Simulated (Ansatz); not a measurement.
Computed paths: interstitial O in anatase TiO2, neutral cell

System: interstitial O in anatase TiO2 (neutral cell). All values below come from PBE, PAW (plane waves to 420 eV; Ansatz, a first-principles code).

Settings: 108 host sites, the relaxed PBE lattice, the Γ point alone, smearing 0.01 eV, spin-restricted, no image-charge correction. Static, classical nuclei. The charge state is imposed; whether it is stable for some Fermi level was not computed. Sites that were not tried may lie lower.

Barriers: single points on a 2×2×2 k-point mesh shifted by half a step at the bands' geometries.

```csv
Route,Start site over the lowest site run (eV),Hop (Å),Forward barrier (eV),Backward barrier (eV),Neighbours at the start,Neighbours at the saddle,Saddle order,"Forward, on the band's own sampling (eV)"
"several atoms move together, O the farthest",0.00,1.88,1.12,1.12,O at 1.45; 3 Ti at 2.14 Å,2 O at 1.82; Ti at 1.82 Å,"inconclusive, on a symmetry element",1.10
```

Paths come from nudged elastic bands with a climbing image.  A band can be held on a symmetry element, so unchecked saddle points there may be too high. A further band (several atoms move together, O the farthest (a rearrangement that moves the defect's centre by under 1 Å), 2.44 Å) gave 2.36 eV forward on its own sampling, 2.36 eV above the lowest site run, but its whole barrier lies in one image, so it is not taken as a result.

The whole set of runs took around 4 core-hours (rough).
